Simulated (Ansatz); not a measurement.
# GaN: response to strain

Start from GaN in the wurtzite structure (space group P6_3mc, No. 186).

```yaml
crystal:
  lattice:
    - [3.18312, 0.00000, 0.00000]
    - [-1.59156, 2.75667, 0.00000]
    - [0.00000, 0.00000, 5.18363]
  atoms:
    - { symbol: Ga, position: [0.66667, 0.33333, 0.00099] }
    - { symbol: Ga, position: [0.33333, 0.66667, 0.50099] }
    - { symbol: N, position: [0.66667, 0.33333, 0.62421] }
    - { symbol: N, position: [0.33333, 0.66667, 0.12421] }
```

Cartesian axes are those of the cell as printed.

Strains are applied to the cell and any free atomic positions relax; under biaxial strain the out-of-plane vector relaxes too; under stress the whole cell relaxes.

The values are results of Ansatz (a program for electronic structure) r2SCAN, scalar-relativistic without spin-orbit coupling, not measurements.

Notes on the quantities. pressure: mean of the normal stresses, compression positive.

```tsv
variant	pressure	band gap	electron mass	space group
base	0.00 GPa	2.35 eV	0.17 mₑ along c, 0.19 mₑ across (at Γ)	P6_3mc (No. 186)
biaxial strain −3.37 %, plane normal [001], relaxed out of plane	11.42 GPa	2.43 eV	0.16 mₑ out of plane, 0.22 mₑ in plane (at Γ)	P6_3mc (No. 186)
biaxial strain −1.74 %, plane normal [001], relaxed out of plane	5.57 GPa	2.42 eV	0.17 mₑ out of plane, 0.20 mₑ in plane (at Γ)	P6_3mc (No. 186)
biaxial strain +0.79 %, plane normal [001], relaxed out of plane	-2.30 GPa	2.27 eV	0.17 mₑ out of plane, 0.18 mₑ in plane (at Γ)	P6_3mc (No. 186)
biaxial strain +0.95 %, plane normal [001], relaxed out of plane	-2.75 GPa	2.25 eV	0.17 mₑ out of plane, 0.18 mₑ in plane (at Γ)	P6_3mc (No. 186)
isotropic strain −0.87 %	5.46 GPa	2.53 eV	0.18 mₑ along c, 0.20 mₑ across (at Γ)	P6_3mc (No. 186)
isotropic strain −0.69 %	4.28 GPa	2.50 eV	0.18 mₑ along c, 0.20 mₑ across (at Γ)	P6_3mc (No. 186)
uniaxial stress, 2 GPa tension along x	–	2.31 eV	0.17 mₑ along z, 0.19 mₑ across (at Γ)	Cmc2_1 (No. 36)
tensor shear ε_xy = −2.34 %	0.01 GPa	2.20 eV	0.17 mₑ along z, 0.19 mₑ across (at Γ)	P2_1 (No. 4)
uniaxial stress, 1 GPa compression along x	–	2.34 eV	0.17 mₑ along z, 0.19 mₑ across (at Γ)	Cmc2_1 (No. 36)
```

Effective masses come from finite differences of ±0.01 Å⁻¹. Stability under load was not tested beyond the relaxation.
